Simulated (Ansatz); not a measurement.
The parent structure is CaO in the rock salt structure (space group Fm-3m, No. 225).

```
CELL_PARAMETERS angstrom
      0.00000     2.39740     2.39740
      2.39740     0.00000     2.39740
      2.39740     2.39740     0.00000
ATOMIC_POSITIONS crystal
  O  0.00000 0.00000 0.00000
  Ca 0.50000 0.50000 0.50000
```

Cartesian axes are those of the cell as printed.

Method: Kohn–Sham DFT with the r2SCAN functional, run in Ansatz (a quantum-chemistry and plane-wave program) with PAW and 500 eV plane waves, spin-orbit coupling left out.

Free-standing slabs (2 atom(s) a layer) normal to the z axis with 15 Å of vacuum; in-plane cell held at bulk.

One change was made to it. Results:

The band gap drops by 0.79 eV, from 4.20 eV to 3.41 eV; the valence-band top at Γ (three highest levels, from the VBM) becomes 0.00, 0.00, -0.05 eV (base: 0.00, 0.00, 0.00 eV); the gap character amounts to direct at Γ.

Q: Name the change that was made.
A) 4 layers
B) 7 layers
C) 2 layers
D) 5 layers

A: A, 4 layers. For comparison, the valence-band top at Γ in the other runs: 5 layers gives 0.00, 0.00, -0.03 eV; 7 layers gives 0.00, 0.00, -0.01 eV; 2 layers gives 0.00, 0.00, -0.27 eV.

No phonon test of stability was made. Labels are those of the standard path for the cell's own space group.
